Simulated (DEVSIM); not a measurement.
**double heterostructure, GaAs between p- and n-type Al0.1Ga0.9As**

Structure: double heterostructure, GaAs between p- and n-type Al0.1Ga0.9As, at 300 K.

```tsv
layer (left to right)	material	thickness (μm)	Nd (cm⁻³)	Na (cm⁻³)	τn (s)	τp (s)
1	Al0.1Ga0.9As	0.470	2e17	-	2.4e-9	2.4e-9
2	GaAs	0.0260	-	1.3e14	2.4e-9	2.4e-9
3	Al0.1Ga0.9As	0.290	-	3.2e17	2.4e-9	2.4e-9
```

Left contact: ohmic. Right contact: ohmic. Voltage is applied to the left contact. Recombination: SRH at mid-gap, radiative, Auger. Mobility is μmin + (μ − μmin)/(1 + (N/Nref)^α).

This is a model device: material constants are rounded textbook-type values typed into the input, and sizes, dopings and lifetimes were drawn at random. Values at 300 K.

```tsv
parameter	Al0.1Ga0.9As	GaAs
gap (eV)	1.5487	1.424
affinity (eV)	3.991	4.07
permittivity	12.62	12.9
Nc (cm⁻³)	5.17e17	4.7e17
Nv (cm⁻³)	9e18	9e18
μn (cm²/Vs)	6520	8500
μp (cm²/Vs)	317	400
μn,min	500	500
μp,min	20	20
Nref,n	6e16	6e16
Nref,p	1.5e17	1.5e17
αn	0.39	0.39
αp	0.38	0.38
B (cm³/s)	2e-10	2e-10
Cn (cm⁶/s)	1e-30	1e-30
Cp (cm⁶/s)	1e-30	1e-30
```

Simulated with DEVSIM: 1D drift-diffusion, Boltzmann statistics, complete ionisation; no tunnelling, impact ionisation, image-force lowering or self-heating. Band offsets follow the typed affinities; no thermionic-emission limit at abrupt steps, no polarisation charge.

```yaml
potential_step_across_the_device_at_zero_bias: 1.438 V
Dark forward voltage at 1 A/cm²: 1.134 V
Dark forward voltage at 100 A/cm²: 1.263 V
```

Dark forward current:

(V (V), J (A/cm²)): (-0.05, -6.4e-11); (-0.10, -2.2e-10); (-0.20, -1.8e-9); (-0.25, -4.8e-9); (-0.30, -1.3e-8); (-0.40, -9.7e-8); (-0.45, -2.6e-7); (-0.55, -1.9e-6); (-0.60, -5.3e-6); (-0.65, -1.5e-5); (-0.75, -0.00011); (-0.80, -0.00031); (-0.85, -0.00086); (-0.95, -0.0073); (-1.00, -0.023); (-1.10, -0.34); (-1.15, -1.7); (-1.20, -9.8); (-1.30, -400); (-1.35, -2500)

Small-signal capacitance in reverse bias (quasi-static):

```csv
V (V),C (nF/cm²)
0.4,77.3
1,67.2
2,56.6
3,49.8
4,45.0
```
